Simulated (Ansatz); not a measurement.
Fluorite AuAl2, treated with PBE0-D3(BJ) (Ansatz, a program for electronic structure, plane waves, PAW).

Input file:

Ansatz 0.2 input:
```yaml
crystal:
  lattice:
    - [0.0, 2.9912591639, 2.9912591639]
    - [2.9912591639, 0.0, 2.9912591639]
    - [2.9912591639, 2.9912591639, 0.0]
  atoms:
    - { symbol: Al, position: [0.25, 0.25, 0.25] }
    - { symbol: Al, position: [0.75, 0.75, 0.75] }
    - { symbol: Au, position: [0.0, 0.0, 0.0] }
basis:
  ecutwfc: 460
  ecutrho_ratio: 4
  xc_grid: 2
kpoints:
  mp_grid: { grid: [8, 8, 8] }
hamiltonian:
  xc: pbe0
  dispersion: d3bj
  pseudopotentials: { kind: paw }
scf:
  occupations: { method: fermi_dirac, width: 0.05 }
  convergence: { dr2_threshold: 0.0000000003 }
output:
  forces: true
  stress: true
  eigenvalues: true
```

Output (set-up and result lines):

```
WARN output.stress: scf.exx.energy_threshold = 1e-6 eV is looser than the 3e-8 eV advised for a stress under a hybrid functional (1e-8 eV for each atom of the …
Crystal: 3 atoms, lattice volume = 53.529 Å³
Basis set: ecut = 460 eV, 1243 PW (Γ), exchange–correlation on 60×60×60 points (8 copies of the dense FFT grid, shifted against one another)
Bands: 17, of which v1, the nominal top of the filled ones, is band 13 counted from 1 (12 counted from 0)
Symmetry: 48 space group operations
Space group: Fm-3m (ITA 225), of the structure as read, at distance tolerance 3.8e-5 Å
k-points: 29 of 512
Functional: x = pbe(κ = 0.804, μ = 0.2195149727645171), c = pbe(β = 0.06672455060314922), warm-up for x = 0.75 pbe(κ = 0.804, μ = 0.2195149727645171) + 0.25 exact, c = pbe(β = 0.06672455060314922)
SCF iter   1: F=—  HF=-14226.963011 eV  |F-HF|=—  |Δ(HF+E_count)|=         —  Δρ=2.43e-3  dr2=3.18e-3
SCF iter   2: F=—  HF=-14226.963232 eV  |F-HF|=—  |Δ(HF+E_count)|=   2.22e-4  Δρ=1.15e-3  dr2=7.86e-4
  ...
SCF 1 converged in 7 iterations: F = -14226.963726 eV  dr2 = 1.95e-10
Crystal: 3 atoms, lattice volume = 53.529 Å³
Initial density: handed on by an earlier stage of this run
Functional: x = 0.75 pbe(κ = 0.804, μ = 0.2195149727645171) + 0.25 exact, c = pbe(β = 0.06672455060314922)
SCF 2 converged in 7 iterations: F = -14228.083943 eV  dr2 = 2.30e-11
Crystal: 3 atoms, lattice volume = 53.529 Å³
Crystal: 3 atoms, lattice volume = 53.529 Å³
SCF 4 converged in 9 iterations: F = -14228.090569 eV  dr2 = 8.58e-12
Crystal: 3 atoms, lattice volume = 53.529 Å³
SCF iter   1: F=—  HF=-14228.090569 eV  |F-HF|=—  |Δ(HF+E_count)|=         —  Δρ=5.38e-7  dr2=5.57e-11
SCF iter   2: F=-14228.090569 eV  HF=-14228.090569 eV  |F-HF|=9.09e-12  |Δ(HF+E_count)|=  3.09e-11  Δρ=2.71e-7  dr2=9.91e-12
SCF 5 converged in 2 iterations: F = -14228.090569 eV  dr2 = 9.91e-12
Free energy (F): -14228.090569 eV
Internal energy: -14228.088556 eV  (E = F + TS)
E sigma→0 (E₀):  -14228.089562 eV
Fermi energy:    11.240037 eV
--- Forces (eV/Å), atoms counted from 1 ---
  atom   1  Al     0.00000000     0.00000000     0.00000000
  atom   2  Al     0.00000000    -0.00000000     0.00000000
  atom   3  Au     0.00000000    -0.00000000    -0.00000000
--- Stress (GPa, compression-positive) ---
       -2.426083       0.000000       0.000000
        0.000000      -2.426083       0.000000
       -0.000000       0.000000      -2.426083
  P = ⅓ Tr σ = -2.4261 GPa (-24.261 kbar)
```

The cell is one volume of an energy–volume scan, off the minimum.

The PAW data were made under PBE.

Note: the run warned that the count of filled bands differs between k points.
